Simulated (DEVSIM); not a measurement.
Device: W/SiO2/n-Si capacitor, at 300 K.

```
layer (left to right)  material  thickness (nm)  Nd (cm⁻³)
---------------------  --------  --------------  ---------
1                          SiO2            5.80          -
2                            Si            3900     2.2e16
```

Metal gate on the left, work function 4.6 eV. Fixed charge at the semiconductor interface 0 cm⁻² (in units of +e); no interface traps.

Constants are typed, rounded textbook-type inputs, not results; the design itself was drawn at random and stands for no fabricated device. Values at 300 K; Nc and Nv go as T^1.5, mobilities as T to minus their exponent, the gap by Varshni's rule with the affinity fixed.

| parameter | SiO2 | Si |
|---|---|---|
| gap (eV) | 9 | 1.124 |
| affinity (eV) | 0.9 | 4.05 |
| permittivity | 3.9 | 11.7 |
| Nc (cm⁻³) | - | 2.86e19 |
| Nv (cm⁻³) | - | 3.1e19 |
| Varshni α (eV/K) | - | 0.000473 |
| Varshni β (K) | - | 636 |

Model (solved in DEVSIM): 1D Poisson equation in equilibrium, Boltzmann statistics, complete ionisation; no quantum confinement or tunnelling. Metal contacts follow the ideal Schottky-Mott rule: no Fermi-level pinning, no interface dipoles.

The temperature was swept, all else fixed.

```tsv
temperature (K)	threshold voltage (band bending 2φF) (V)	flat-band voltage (V)	minimum of the low-frequency capacitance (μF/cm²)
250	-0.57	0.40	0.0478
300	-0.51	0.36	0.0505
350	(withheld)	0.33	(withheld)
400	-0.39	0.29	0.0621
450	-0.33	0.25	0.0697
500	-0.26	0.21	0.0849
```

Problem. Some entries are withheld; supply them.

Solution. 
- 350, threshold voltage (band bending 2φF) (V): -0.45
- 350, minimum of the low-frequency capacitance (μF/cm²): 0.0556
